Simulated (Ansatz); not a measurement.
Start from KCl in the rock salt structure (space group Fm-3m, No. 225; a = 6.244 Å). Axes: x, y, z lie along the cube axes.

Calculations: PBEsol (Ansatz, a first-principles code), no SOC.

Strains are applied to the cell and any free atomic positions relax; under biaxial strain the out-of-plane vector relaxes too.

One change was made to it. Results:

The band gap drops by 0.10 eV, from 5.10 eV to 5.00 eV; the shortest interatomic distance goes up by 0.018 Å, from 3.122 Å to 3.140 Å.

### Question
What was done to the base?
A. biaxial strain +1.80 %, plane normal [111], relaxed out of plane
B. biaxial strain +1.26 %, plane normal [110], relaxed out of plane
C. uniaxial strain ε_zz = +0.99 %

### Answer
A, biaxial strain +1.80 %, plane normal [111], relaxed out of plane. For comparison, the shortest interatomic distance in the other runs: uniaxial strain ε_zz = +0.99 % gives 3.122 Å; biaxial strain +1.26 %, plane normal [110], relaxed out of plane gives 3.127 Å.

A biaxial case was relaxed in a doubled cell and then solved in the primitive one. Semilocal Kohn–Sham gaps tend to fall short of experiment. Whether these cells are dynamically stable was not tested.
